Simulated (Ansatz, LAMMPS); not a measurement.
Si lens of 21 atoms, radius 0.65 nm, coherent in Ge, 6x6x6 cubic cells at the host's lattice parameter

Cell 34.56 × 34.56 × 34.56 Å, Si21Ge1707, 1728 atoms. Prepared with Tersoff's 1989 multicomponent potential (SiCGe.tersoff) in LAMMPS: minimisation. 

Computed with PBE, support functions at accuracy medium on the grid of 370 eV (norm-conserving potentials; Ansatz, a program for electronic structure).

Basis: localised support functions (accuracy medium) on a full density matrix. k-points: zone centre alone; occupations: Fermi-Dirac, 0.010 eV; spin polarisation not allowed. Scalar-relativistic, no spin-orbit coupling.

```yaml
energy over the perfect crystal(s), per atom: 1 meV/atom
electronic_character_of_the_cell: no gap resolved at this smearing
coordination (neighbours within 2.994 Å): 100.0 % 4-fold
Ge-Ge bonds, mean ± spread: 2.495 ± 0.002 Å
Ge-Si bonds, mean ± spread: 2.461 ± 0.004 Å
Si-Si bonds, mean ± spread: 2.410 ± 0.003 Å
bond angles, mean ± spread: 109.5° ± 0.4°
pressure: -0.08 GPa
cost_of_the_final_run: around 2.3 core-hours (rough), 21 SCF iterations, 34 GiB
```
